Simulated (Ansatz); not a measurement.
Structures of equal composition on the (000-1) surface of 4H silicon carbide (C plane on top): (√3x√3)R30° Ge adatom at H3; (√3x√3)R30° Ge adatom at T4. The slabs share one bottom face, and each structure is named by its start. These are constructed structures in small cells; real faces may alloy, dewet or reconstruct in larger ones, and not all known structures of the face are among them. Slabs of about 11 Å, Fermi-Dirac smearing of 0.025 eV. Bottom of the slabs: H caps. Relaxed from the named starts with such symmetry as they have, on meshes of like density; energies extrapolated to zero smearing; spin only where a row says so; no spin-orbit coupling, no U. Brackets mark spin-polarised runs, whose order is one that fits the cell. Where a second, spin-polarised start was run, the lower counts.

Method: PBE (plane waves to 420 eV, PAW; Ansatz, an electronic-structure program).

Task: Rank these by energy per 1x1 cell (lowest first), as PBE gives it.

Result: (√3x√3)R30° Ge adatom at H3 (0.000 eV [spin, 1.0 μB a cell], a narrow gap of 0.21 eV by band count), (√3x√3)R30° Ge adatom at T4 (0.023 eV [spin, 1.0 μB a cell], a narrow gap of 0.11 eV by band count)
